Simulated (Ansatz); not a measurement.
## Response to strain in Au

Take Au in the fcc (Cu type) structure (space group Fm-3m, No. 225; relaxed with 0.1 eV smearing) as the base.

```
CELL_PARAMETERS angstrom
      0.00000     2.06226     2.06226
      2.06226     0.00000     2.06226
      2.06226     2.06226     0.00000
ATOMIC_POSITIONS crystal
  Au 0.00000 0.00000 0.00000
```

Strains are applied to the cell and any free atomic positions relax.

Level of theory: DFT with r2SCAN, PAW potentials and a 500 eV plane-wave cutoff in Ansatz (a quantum-chemistry and plane-wave program), without spin-orbit coupling.

Notes on the quantities. energy relative to the base: free energy F.

| case | shortest interatomic distance | energy relative to the base | pressure |
|---|---|---|---|
| base | 5.511 bohr | 0 meV/atom | 0.0 GPa |
| isotropic strain +0.50 % | 5.539 bohr | ___ | ___ |
| isotropic strain +1.00 % | 5.566 bohr | +7.2 meV/atom | -4.2 GPa |
| isotropic strain +1.50 % | 5.594 bohr | +16 meV/atom | -6.0 GPa |
| isotropic strain +2.00 % | 5.622 bohr | +27 meV/atom | ___ |
| isotropic strain +2.50 % | 5.649 bohr | ___ | -9.1 GPa |
| isotropic strain +3.00 % | 5.677 bohr | +59 meV/atom | -10.4 GPa |

**Question.** Some entries are withheld; estimate them.

**Answer.** 
- isotropic strain +0.50 %, energy relative to the base: +1.8 meV/atom
- isotropic strain +0.50 %, pressure: -2.2 GPa
- isotropic strain +2.00 %, pressure: -7.6 GPa
- isotropic strain +2.50 %, energy relative to the base: +42 meV/atom

No phonon test of stability was made.
